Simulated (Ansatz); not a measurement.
The parent structure is CdS in the zinc blende structure (space group F-43m, No. 216; a = 5.878 Å).

All numbers come from plane-wave PAW DFT at the r2SCAN level (Ansatz, an electronic-structure program, 500 eV), scalar-relativistic without spin-orbit coupling.

Carriers are added at fixed cell with a uniform background; the Fermi–Dirac width is that of 300 K.

One change was made to it. Results:

| quantity | base | after |
|---|---|---|
| gap between the host's bands | 1.54 eV | 1.29 eV |
| Fermi level relative to the doped band's edge (positive inside the band; to 0.05 eV) | – | +2.50 eV |
| gap character | direct at Γ | direct at Γ |

### Question
Name the change that was made.
(A) holes 1.5×10^21 cm⁻³
(B) electrons 1.0×10^22 cm⁻³
(C) electrons 1.0×10^21 cm⁻³

### Answer
B, electrons 1.0×10^22 cm⁻³. For comparison, the Fermi level from band edge in the other runs: electrons 1.0×10^21 cm⁻³ gives +1.20 eV; holes 1.5×10^21 cm⁻³ gives +0.20 eV.

Charged cell with a jellium background: band edges are those of the host's band count, energies are not comparable with the neutral cell, and many-body gap narrowing is missing. No phonon test of stability was made.
